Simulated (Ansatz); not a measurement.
A. bcc (W type) Ba
B. Ca (fcc (Cu type), Fm-3m)
C. bcc (W type) Mo
D. Pt (fcc (Cu type), Fm-3m)

Q: Rank these crystals by Grüneisen parameter at 300 K, lowest first, as quasi-harmonic approximation on PBEsol density-functional theory in Ansatz (plane waves, PAW) gives it.

A: A (0.71), B (1.06), C (1.69), D (2.81)

 Spin-orbit coupling is not included. The runs of Ca (PBEsol), Mo (PBEsol) noted for some cells that some bands missed the eigensolver's tolerance; how far this moves their values was not measured.

The crystal is held in this phase throughout; melting and phase transitions are not modelled.

The PAW data sets were generated under PBE and serve the other functionals too.

Ansatz is a program for electronic structure.
